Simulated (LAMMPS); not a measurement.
MD from the crystal across the composition of CdTe (zinc blende) with a share x of Te sites Se; all at 300 K and zero pressure.

Model: classical MD, pair style sw, file CdTeZnSeHgS0.sw (LAMMPS).

| x | volume | state | enthalpy | T (K) |
|---|---|---|---|---|
| 0.25 | 32.5031 ± 0.0003 Å³/atom | crystal; no diffusion seen in 30 ps | -2.1757 ± 0.0001 eV/atom | 300 |
| 0.5 | 30.8882 ± 0.0002 Å³/atom | crystal; no diffusion seen in 30 ps | -2.2581 ± 0.0001 eV/atom | 300 |
| 0.75 | 29.3464 ± 0.0003 Å³/atom | crystal; no diffusion seen in 30 ps | -2.3472 ± 0.0001 eV/atom | 300 |

Caution: the random arrangement on this lattice is imposed, and need not be a phase that exists in equilibrium.

States go by the mean squared displacement: a species diffuses where it passes 1.5 Å², still rises and gives D over 1e-6 cm²/s; a crystal has left its structure where atoms lie 0.35 Å off their sites on average or a cubic box changes its shape by 3 %, or the axial ratios of another lie 8 % off the starting cell's, which the potential's own relaxation can also do.

The ± values are statistical; the model's systematic error is not in them.
